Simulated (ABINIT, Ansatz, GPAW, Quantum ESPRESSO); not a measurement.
**Code comparison for Ge (Fd-3m, 2 atoms in the cell)**

Self-consistent single point.

```
Ge
1.0
    0.00000     2.85107     2.85107
    2.85107     0.00000     2.85107
    2.85107     2.85107     0.00000
Ge
2
Direct
  0.00000   0.00000   0.00000
  0.25000   0.25000   0.25000
```

Shared settings, as Ansatz (an electronic-structure program) writes them: kpoints.mp_grid.grid = 3 3 3; scf.occupations.method = fermi_dirac; scf.occupations.width = 0.0007 Ry. Potentials and cutoffs stand in the table.

```json
[
 {"code": "GPAW", "model": "PBE, GPAW PAW datasets PBE (gpaw-data 1.0.1)", "pressure (GPa)": "5.27", "cutoff": "550 eV"},
 {"code": "Ansatz", "model": "PBE, default PAW files", "pressure (GPa)": "4.90", "cutoff": "30.9 Ry"},
 {"code": "Quantum ESPRESSO", "model": "PBE, PSlibrary PAW (PBE) pseudopotentials", "pressure (GPa)": "5.48", "cutoff": "30 Ry"},
 {"code": "ABINIT", "model": "PBE, norm-conserving pseudopotentials (PseudoDojo nc-sr-05 PBE standard)", "pressure (GPa)": "5.03", "cutoff": "39 Ha"}
]
```

The spread over the programs that give each value: pressure within 0.58 GPa.

Ansatz's pressure is given at a fixed set of plane waves, as the other plane-wave codes print theirs.

On the base mesh (5 5 5) the same programs gave: Ansatz pressure 2.22 GPa; Quantum ESPRESSO pressure 2.61 GPa; ABINIT pressure 2.34 GPa; GPAW pressure 2.50 GPa.

The values differ from the base mesh's, so the mesh still matters here: the table compares the programs at equal settings.

The starting cell has typed, rounded lattice constants, without a prior relaxation at this level. Its lattice was rescaled by a random factor within 2.5 % of one.

Left out of this page: CP2K (on another mesh); PySCF, Elk and FLEUR (not drawn, or without a comparable value); SIESTA (unsound by tests on forces, stress, charge or solver warnings).

Keys are those of Ansatz 0.2.
